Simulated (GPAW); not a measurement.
Input and output of a self-consistent single point for NiGePd (P4/nmm, 6 atoms in the cell) (GPAW)

Method: PBEsol, GPAW PAW datasets PBEsol (made by gpaw-setup) (plane waves; GPAW).

The input file:

```python
from ase import Atoms
from ase.units import GPa
from gpaw import GPAW

atoms = Atoms(['Ni', 'Ni', 'Ge', 'Ge', 'Pd', 'Pd'],
              cell=[[3.667211, 0.000000, 0.000000],
                    [0.000000, 3.667211, 0.000000],
                    [0.000000, 0.000000, 6.315771]],
              scaled_positions=[[0.500000, 0.500000, 0.000000],
                                [0.000000, 0.000000, 0.000000],
                                [0.500000, 0.000000, 0.244010],
                                [0.000000, 0.500000, 0.755990],
                                [0.500000, 0.000000, 0.639750],
                                [0.000000, 0.500000, 0.360250]],
              pbc=True)

calc = GPAW(mode={'name': 'pw', 'ecut': 800},
            xc='PBEsol',
            kpts={'size': (6, 6, 4), 'gamma': True},
            occupations={'name': 'methfessel-paxton', 'width': 0.1, 'order': 0},
            nbands=-10,
            symmetry={'symmorphic': False, 'tolerance': 0.0005},
            maxiter=150)

atoms.calc = calc

energy = atoms.get_potential_energy()
print('Energy (eV):', round(energy, 6))
forces = atoms.get_forces()
print('Forces (eV/Ang):')
print(forces.round(5))
stress = atoms.get_stress()
print('Stress (GPa, Voigt):', (stress / GPa).round(4))
```

Output (repeated stretches shortened):

```
Input parameters:
  kpts: {gamma: True,
         size: (6, 6, 4)}
  maxiter: 150
  mode: {ecut: 800,
         name: pw}
  nbands: -10
  occupations: {name: methfessel-paxton,
                order: 0,
                width: 0.1}
  symmetry: {symmorphic: False,
             tolerance: 0.0005}
  xc: PBEsol

species:
  Ni:
    name: Nickel
    Z: 28.0
    valence: 16
    core: 12
    charge: 0.0
    file: Ni.PBEsol.gz

    # Using partial waves for Ni as LCAO basis

  Ge:
    name: Germanium
    Z: 32.0
    valence: 4
    core: 28
    charge: 0.0
    file: Ge.PBEsol.gz

    # Using partial waves for Ge as LCAO basis

  Pd:
    name: Palladium
    Z: 46.0
    valence: 16
    core: 30
    charge: 0.0
    file: Pd.PBEsol.gz

    # Using partial waves for Pd as LCAO basis

Reference energy: -471097.897908  # eV

Spin-paired calculation

Convergence criteria:
 Maximum [total energy] change in last 3 cyles: 0.0005 eV / valence electron
 Maximum integral of absolute [dens]ity change: 0.0001 electrons / valence electron
 Maximum integral of absolute [eigenst]ate change: 4e-08 eV^2 / valence electron
 Maximum number of scf [iter]ations: 150

Symmetries present (total): 16
Symmetries with fractional translations: 8
144 k-points: 6 x 6 x 4 Monkhorst-Pack grid + [1/12,1/12,1/8]
30 k-points in the irreducible part of the Brillouin zone
       k-points in crystal coordinates                weights
   0:     0.00000000    0.00000000    0.00000000          1/144
   1:     0.00000000    0.00000000    0.25000000          2/144
   2:     0.00000000    0.00000000    0.50000000          1/144
   [... 7 lines left out ...]
          ...
  29:     0.50000000    0.50000000    0.50000000          1/144

Wave functions: Plane wave expansion
  Cutoff energy: 800.000 eV
  Number of coefficients (min, max): 4332, 4409
  Pulay-stress correction: 0.000000 eV/Ang^3 (de/decut=0.000000)

Occupation numbers: Methfessel-Paxton:
  width: 0.1000  # eV
  order: 0

Eigensolver

Densities:
  Coarse grid: 24*24*42 grid
  Fine grid: 48*48*84 grid
  Total Charge: 0.000000

Density mixing:
  Method: separate
  Backend: pulay
  Linear mixing parameter: 0.05
  old densities: 5
  Damping of long wavelength oscillations: 50

Hamiltonian:
  XC and Coulomb potentials evaluated on a 48*48*84 grid
  External potential:
    NoExternalPotential

XC parameters: PBEsol with 2 nearest neighbor stencil

Number of atoms: 6
Number of atomic orbitals: 56
Number of bands in calculation: 46
Number of valence electrons: 72
Bands to converge: occupied

Density initialized from atomic densities
  46 bands from LCAO basis set

Atomic positions and initial magnetic moments

Positions:
   0 Ni     1.833605    1.833605    0.000000    ( 0.0000,  0.0000,  0.0000)
   1 Ni     0.000000    0.000000    0.000000    ( 0.0000,  0.0000,  0.0000)
   2 Ge     1.833605    0.000000    1.541111    ( 0.0000,  0.0000,  0.0000)
   3 Ge     0.000000    1.833605    4.774660    ( 0.0000,  0.0000,  0.0000)
   4 Pd     1.833605    0.000000    4.040514    ( 0.0000,  0.0000,  0.0000)
   5 Pd     0.000000    1.833605    2.275257    ( 0.0000,  0.0000,  0.0000)

Unit cell:
           periodic     x           y           z      points  spacing
  1. axis:    yes    3.667211    0.000000    0.000000    24     0.1528
  2. axis:    yes    0.000000    3.667211    0.000000    24     0.1528
  3. axis:    yes    0.000000    0.000000    6.315771    42     0.1504

  Lengths:   3.667211   3.667211   6.315771
  Angles:   90.000000  90.000000  90.000000

Effective grid spacing dv^(1/3) = 0.1520

     iter     time        total  log10-change:
                         energy   eigst   dens
iter:   1 --:--:--   -53.016068
iter:   2 --:--:--   -42.004602   -0.34  -1.21
iter:   3 --:--:--   -38.495857   -0.60  -1.35
iter:   4 --:--:--   -38.038521   -1.69  -1.49
iter:   5 --:--:--   -38.326135   -1.23  -1.58
iter:   6 --:--:--   -38.545153   -2.20  -1.78
iter:   7 --:--:--   -37.850148   -1.69  -1.78
iter:   8 --:--:--   -37.880900   -2.43  -2.30
iter:   9 --:--:--   -37.838640   -3.70  -2.38
iter:  10 --:--:--   -37.849893   -2.66  -2.43
iter:  11 --:--:--   -37.822329c  -3.06  -2.58
iter:  12 --:--:--   -37.821385c  -4.42  -2.87
iter:  13 --:--:--   -37.820507c  -4.58  -2.98
iter:  14 --:--:--   -37.820771c  -4.91  -3.39
iter:  15 --:--:--   -37.820857c  -5.51  -3.44
iter:  16 --:--:--   -37.820672c  -5.19  -3.34
iter:  17 --:--:--   -37.820615c  -4.77  -3.48
iter:  18 --:--:--   -37.820600c  -5.77  -3.81
iter:  19 --:--:--   -37.820601c  -7.13  -4.27c
iter:  20 --:--:--   -37.820602c  -7.44c -4.31c

Converged after 20 iterations.

Dipole moment: (-0.000000, -0.000000, 0.000000) |e|*Ang

Energy contributions relative to reference atoms: (reference = -471097.897908)

Kinetic:        +19.088797
Potential:      -22.039334
External:        +0.000000
XC:             -34.713510
Entropy (-ST):   -0.004504
Local:           -0.154303
SIC:             +0.000000
--------------------------
Free energy:    -37.822854
Extrapolated:   -37.820602

Showing only first 2 kpts
 Kpt  Band  Eigenvalues  Occupancy
  0    34      8.86824    2.00000
  0    35      8.93919    2.00000
  0    36      8.93919    2.00000
  0    37     13.07036    0.00000

  1    34      8.86824    2.00000
  1    35      9.64191    0.00022
  1    36      9.64191    0.00022
  1    37     12.11718    0.00000

Fermi level: 9.38057

No gap
No difference between direct/indirect transitions
Energy (eV): -37.820602

Forces in eV/Ang:
  0 Ni   -0.00000    0.00000    0.00000
  1 Ni   -0.00000    0.00000    0.00000
  2 Ge    0.00000    0.00000    0.07055
  3 Ge    0.00000    0.00000   -0.07055
  4 Pd    0.00000    0.00000   -0.01252
  5 Pd    0.00000    0.00000    0.01252

Stress tensor:
     0.056409     0.000000     0.000000
     0.000000     0.056409     0.000000
     0.000000     0.000000     0.061729
Stress (GPa, Voigt): [9.0377 9.0377 9.8901 0.     0.     0.    ]
```

The run converged in 20 iterations. GPAW prints stress with tension positive.

The starting cell comes from a database of computed structures (which also holds hypothetical and non-ambient phases and stackings), without a prior relaxation at this level. Its lattice was rescaled by a random factor within 2.5 % of one. Spin polarisation is off. With a pressure of about -9 GPa the cell is away from its equilibrium volume at this level.

Cost on one core of a shared machine: roughly 3 min.
